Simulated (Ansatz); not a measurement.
## BP: point defects

The parent structure is a 16-atom supercell of BP in the zinc blende structure (space group F-43m, No. 216) at its relaxed geometry.

```yaml
crystal:
  lattice:
    - [0.00000, 4.52021, 4.52021]
    - [4.52021, 0.00000, 4.52021]
    - [4.52021, 4.52021, 0.00000]
  atoms:
    - { symbol: P, position: [0.37500, 0.37500, 0.37500] }
    - { symbol: P, position: [0.37500, 0.37500, 0.87500] }
    - { symbol: P, position: [0.37500, 0.87500, 0.37500] }
    - { symbol: P, position: [0.37500, 0.87500, 0.87500] }
    - { symbol: P, position: [0.87500, 0.37500, 0.37500] }
    - { symbol: P, position: [0.87500, 0.37500, 0.87500] }
    - { symbol: P, position: [0.87500, 0.87500, 0.37500] }
    - { symbol: P, position: [0.87500, 0.87500, 0.87500] }
    - { symbol: B, position: [0.00000, 0.00000, 0.00000] }
    - { symbol: B, position: [0.00000, 0.00000, 0.50000] }
    - { symbol: B, position: [0.00000, 0.50000, 0.00000] }
    - { symbol: B, position: [0.00000, 0.50000, 0.50000] }
    - { symbol: B, position: [0.50000, 0.00000, 0.00000] }
    - { symbol: B, position: [0.50000, 0.00000, 0.50000] }
    - { symbol: B, position: [0.50000, 0.50000, 0.00000] }
    - { symbol: B, position: [0.50000, 0.50000, 0.50000] }
```

One neutral defect a cell, atoms relaxed at fixed cell.

Computed with PBEsol in Ansatz (plane waves to 420 eV, PAW, scalar-relativistic without spin-orbit coupling).

```tsv
case	pressure	largest displacement of a host atom from its site in the perfect cell
perfect supercell	0.0 GPa	–
P vacancy, symmetric start	-1.0 GPa	0.18 Å
P interstitial (started 1.96 Å from the nearest host atom)	___	___
P on a B site (antisite)	___	___
```

### Question
Complete the table.

### Answer

- P interstitial (started 1.96 Å from the nearest host atom), pressure: 15.9 GPa
- P interstitial (started 1.96 Å from the nearest host atom), largest displacement of a host atom from its site in the perfect cell: 1.12 Å
- P on a B site (antisite), pressure: 8.0 GPa
- P on a B site (antisite), largest displacement of a host atom from its site in the perfect cell: 0.20 Å

The magnetic state is the one reached from the starting moments; the real material's order can differ, and small cells can't hold many antiferromagnetic ones. The cell is small, so the values are those of an ordered compound at a high defect concentration; dilute-limit values will differ. A case with no gap was solved on a k-mesh chosen for an insulator, which is coarse for it. Defects with a symmetric start kept the site's symmetry and may sit on a saddle; the others started slightly shaken. Starting moments died away, wholly or in part, for P vacancy, P interstitial (started 1.96 Å from the nearest host atom) and P on a B site (antisite); another magnetic solution may exist.

Ansatz is a program for electronic structure.
